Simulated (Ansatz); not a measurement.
The reference is CdSe in the wurtzite structure (space group P6_3mc, No. 186).

```
CELL_PARAMETERS angstrom
      4.38279     0.00000     0.00000
     -2.19140     3.79561     0.00000
      0.00000     0.00000     7.15437
ATOMIC_POSITIONS crystal
  Cd 0.33333 0.66667 0.00013
  Cd 0.66667 0.33333 0.50013
  Se 0.33333 0.66667 0.37587
  Se 0.66667 0.33333 0.87587
```

Cartesian axes are those of the cell as printed.

The values are results of Ansatz (an electronic-structure program), PBE, PAW, cutoff 420 eV, spin-orbit coupling left out, not measurements.

Base values:

- Band gap: 0.54 eV
- Valence-band top at Γ: 0.00, 0.00, -0.04 eV

It is then changed as follows: compressive biaxial strain of 1.20 % in the plane normal to [001], as in epitaxy on a mismatched substrate; the out-of-plane cell vector and the atoms relax.

### Question
What happens to the band gap?

### Answer
The band gap drops by 0.01 eV (0.54 eV → 0.53 eV).

### Question
Predict the new in-plane stress.

### Answer
The mean in-plane stress (compression positive) is +0.9 GPa.

### Question
What does the calculation give for the ratio −ε⊥/ε∥ after the change?

### Answer
The ratio −ε⊥/ε∥ amounts to 0.85.

### Question
Estimate the effect on the valence-band top at Γ.

### Answer
The valence-band top at Γ (three highest levels, from the VBM) changes from 0.00, 0.00, -0.04 eV to 0.00, 0.00, -0.14 eV.

No phonon test of stability was made.
